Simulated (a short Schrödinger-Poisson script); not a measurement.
System: MOS inversion layer, SiO2 on p-type GaAs, at 300 K.

| layer | material | thickness (nm) | Na (cm⁻³) |
|---|---|---|---|
| 1 | SiO2 | 2.5 | - |
| 2 | GaAs | 2100 | 5.7e16 |

The device is made up for the run: typed textbook-type constants, with dimensions and the other settings drawn at random. SiO2: permittivity 3.9, conduction-band edge (eV) 3.17, gap (eV) 9, electron mass (mₑ) 0.5. GaAs: permittivity 12.9, conduction-band edge (eV) 0, gap (eV) 1.424, Nv at 300 K (cm⁻³) 9e18.

Channel valleys (confinement mass, in-plane density-of-states mass, number): Γ 0.067, 0.067, 1. At the gate the conduction-band edge of layer 1 lies 3.81 eV − eVg above the Fermi level of the channel; the field vanishes at the back. Gaps are held at their typed values at every temperature. Mesh 0.03 nm at interfaces.

Solved with a short Schrödinger-Poisson script written for these runs: 1D Poisson equation in equilibrium, electrons quantum, Hartree (BenDaniel-Duke, 12 states a valley, the channel's in-plane mass for all, wave functions ending at the dielectric), parabolic valleys, classical holes, full ionisation, no traps, pinning or gate leakage.

The same stack at other levels of the model or other numerical settings:

```
run                                                                  sheet density of all electrons at Vg = 2.2 V (cm⁻²)  sheet density of all electrons at Vg = 1 V (cm⁻²)  capacitance at Vg = 2.2 V (μF/cm²)  centroid of the channel electrons at Vg = 2.2 V (nm)  rough cost against the base
-------------------------------------------------------------------  ---------------------------------------------------  -------------------------------------------------  ----------------------------------  ----------------------------------------------------  ---------------------------
base                                                                                                             7.11e12                                            6.67e11                               0.925                                                  4.19                      about 1
electrons treated as classical, Boltzmann                                                                        1.09e13                                            1.32e12                                1.33                                                     …                         0.06
electrons treated as classical, Fermi-Dirac                                                                      8.02e12                                            9.88e11                                   …                                                  2.88                          0.4
electrons treated as quantum, Hartree plus LDA exchange-correlation                                                    …                                            7.20e11                               0.933                                                  4.09                            2
mesh six times as coarse                                                                                         7.11e12                                            6.67e11                               0.925                                                  4.18                          0.3
one subband a valley                                                                                             6.85e12                                            6.59e11                               0.875                                                  3.53                      about 1
```

Question: Fill in the missing entries.

Answer: 
- electrons treated as classical, Boltzmann, centroid of the channel electrons at Vg = 2.2 V (nm): 0.64
- electrons treated as classical, Fermi-Dirac, capacitance at Vg = 2.2 V (μF/cm²): 0.991
- electrons treated as quantum, Hartree plus LDA exchange-correlation, sheet density of all electrons at Vg = 2.2 V (cm⁻²): 7.26e12

The classical rows ignore confinement, and Boltzmann statistics overrate the density once the band edge passes the Fermi level.

Above a few 1e12 electrons/cm² a light Γ valley is non-parabolic and upper valleys begin to fill, which the model leaves out.
